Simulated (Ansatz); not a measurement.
# Defect calculation: Ga interstitial in beta Ga2O3

These are PBE, PAW (plane waves to 420 eV; Ansatz, an electronic-structure program) values and carry that method's errors. A supercell of 160 sites (1×4×2 repeats of a cell of 20 atoms) was used; the energies come from a Γ-point sampling of its zone. Site at the start: void with 2O nearest, no. 3. Energies of charged states are corrected for periodic images (point charge plus alignment at distant sites). Dielectric constants: PBE linear response of the host. Host gap at this level: 2.00 eV. Zone-centre sampling of a cell this small can put levels off by half an eV or more. PBE underestimates the host's gap, which shifts levels and can delocalise carriers. Spin–orbit coupling is left out. Each state is the lowest found from its start.

Formation energies E_f are given with the Fermi level at the valence-band maximum. Chemical conditions: Ga-rich (Δμ(Ga) = 0.00 eV; only phases computed here count, gases as isolated molecules at 0 K); O-rich (Δμ(Ga) = -4.56 eV; only phases computed here count, gases as isolated molecules at 0 K). Reference phases: Ga: alpha gallium.

In at least one state atoms left their starting sites on relaxation (a large move, or an atom on the emptied site), so the name describes the start.

The name describes the start; the neighbours show where the atoms ended.

Charges with a result: +3, +2, +1, 0. Others weren't obtained, and one of them could lie lower, also by skipping a charge.

| charge | moment (μB) | point group | largest move off a lattice site (Å) | neighbours of the last Ga atom of the defect at the end (Å) | image correction with alignment (eV) | E_f, Ga-rich (eV) | E_f, O-rich (eV) |
|---|---|---|---|---|---|---|---|
| +3 | not spin-polarised | C2 | 1.21 | O 1.92, O 1.92, O 1.93, O 1.93, O 2.17, O 2.17 | 1.36 | -2.56 | 2.00 |
| +2* | quenched | – | 1.21 | O 1.92, O 1.92, O 1.94, O 1.94, O 2.17, O 2.17 | – | – | – |
| +1* | not spin-polarised | C2 | 1.20 | O 1.92, O 1.92, O 1.94, O 1.94, O 2.17, O 2.17 | – | – | – |
| 0* | 1.0 | C1 | 1.46 | O 1.90, O 1.94, O 1.98, O 2.00, O 2.00, O 2.32 | – | – | – |

* At this level the carrier isn't localised at the defect: at charge +2 electrons occupy the conduction band; at charge +1 electrons occupy the conduction band; at charge 0 electrons occupy the conduction band. Such a state is shallow or no state of the defect, and this cell gives it no level.

Point groups are those of the whole cell at tolerances of 0.03 and 0.1 Å ("near" where only the looser one holds); none is given for unsettled states.

Starting moments that weren't kept: charge +2 began with 1 μB and ended with 0.0.

Not the lowest form: the same atoms on another site or from another start ended lower, by 0.31 eV at charge +3.

Flagged in the runs: a host whose relaxation on this sampling wasn't shown to rest, zone-centre sampling.
